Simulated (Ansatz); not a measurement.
Take MoSi2 (space group I4/mmm, No. 139) as the base.

```cif
data_MoSi2
_chemical_formula_sum 'Mo1 Si2'
_space_group_name_H-M_alt 'P 1'
_space_group_IT_number 1
_cell_length_a 4.54659
_cell_length_b 4.54659
_cell_length_c 4.54659
_cell_angle_alpha 138.562
_cell_angle_beta 138.562
_cell_angle_gamma 60.043
loop_
_space_group_symop_operation_xyz
  'x, y, z'
loop_
_atom_site_label
_atom_site_type_symbol
_atom_site_fract_x
_atom_site_fract_y
_atom_site_fract_z
_atom_site_occupancy
Mo1 Mo 0.00000 0.00000 0.00000 1
Si1 Si 0.33511 0.33511 0.00000 1
Si2 Si 0.66489 0.66489 0.00000 1
```

Levels (all Ansatz, a quantum-chemistry and plane-wave program, PAW, earlier PAW set): PBE (420 eV, no spin-orbit coupling); r2SCAN (500 eV, scalar-relativistic without spin-orbit coupling).

The geometry is relaxed with PBE.

| Property | Result |
|---|---|
| PBE pressure | 0.0 GPa |

### Question
Predict the pressure from r2SCAN.

### Answer
The pressure goes from zero to -3.5 GPa.

Single points use the geometry relaxed with PBE. Their cutoffs differ, which shifts pressures a little. No phonon test of stability was made. All final runs are without spin polarisation.
